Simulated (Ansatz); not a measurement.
LaLuO₃ (model structure, started from the cubic perovskite type, Pm-3m, No. 221, 5 atoms in the cell), treated with PBEsol (Ansatz, a first-principles code, PAW).

Run with plane-wave cutoff 520 eV, 8×8×8 k mesh, Fermi–Dirac smearing 0.01 eV, scalar-relativistic PAW data made under PBE.

Cell (relaxed with PBEsol):

```yaml
crystal:
  lattice:
    - [4.19267, 0.00000, 0.00000]
    - [0.00000, 4.19267, 0.00000]
    - [0.00000, 0.00000, 4.19267]
  atoms:
    - { symbol: La, position: [0.00000, 0.00000, 0.00000] }
    - { symbol: Lu, position: [0.50000, 0.50000, 0.50000] }
    - { symbol: O, position: [0.00000, 0.50000, 0.50000] }
    - { symbol: O, position: [0.50000, 0.50000, 0.00000] }
    - { symbol: O, position: [0.50000, 0.00000, 0.50000] }
```

Question: What does this level give for the band gap?

Answer: 
- band gap: 1.43 eV

Note: the relaxation could raise the start's symmetry but not lower it, so the cell can be a saddle point.

Spin–orbit coupling is not included.

A model structure was made by putting elements into a prototype or built by hand; it is no filed structure, need not be a known phase, and can be a saddle point held by its symmetry.
